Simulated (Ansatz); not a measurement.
BP (model structure, started from the BN type, Pm-3n, No. 223, 12 atoms in the cell) was calculated with PBEsol (plane waves, PAW; Ansatz, a program for electronic structure).

Numerical settings: plane-wave cutoff 520 eV, 6×6×6 k mesh, Fermi–Dirac smearing 0.01 eV, scalar-relativistic PAW data made under PBE.

Cell (relaxed at this level):

Space group Pm-3n (No. 223); a = b = c = 5.562 Å, α = β = γ = 90.00°

```csv
atom,site,symmetry,x,y,z
B,6c,-4m.2,0.0000,0.5000,0.2500
P,6d,-4m.2,0.0000,0.2500,0.5000
```

**Question.** What does this level give for the band gap and Γ–Γ gap?

**Answer.** 
- band gap: 0.55 eV (on the SCF k mesh)
- Γ–Γ gap: 1.20 eV

Note: the relaxation could raise the start's symmetry but not lower it, so the cell can be a saddle point.

Static lattice: no zero-point or thermal effects.

The result took roughly 40 core-seconds.

A model structure was made by putting elements into a prototype or built by hand; it is no filed structure, need not be a known phase, and can be a saddle point held by its symmetry.
